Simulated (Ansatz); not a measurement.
Functionals compared on a constructed model of the (110) surface of bcc Nb, a pseudomorphic layer of Mn in the host's stacking (bottom of the slab: a bare face, its two planes held), in Ansatz (plane waves, PAW). The structure was relaxed with PBE; the other rows are single points on it. Cutoff 420 eV.

Slab: 7 atoms, 14.4 Å thick at the start; k 14x14x1, smearing 0.1 eV, dipole-corrected; 2 atoms held, the rest relaxed; start symmetry kept, larger cells not searched; spin-polarised, ending with about 3.3 μB a cell; orders that need a larger cell were not tried, no spin-orbit, no U. It is one candidate, not shown to be the stable structure of the face. These notes are the PBE run's.

```tsv
functional	work function of the top face (eV)	magnetic moment of the cell (μB)	rough cost of the single point
PBE	3.58	3.31	–
RPBE	[?]	3.37	around 7 core-minutes (rough)
```

### Question
Fill in the missing entries.

### Answer

- RPBE, work function of the top face (eV): 3.41

Ansatz is a first-principles code.
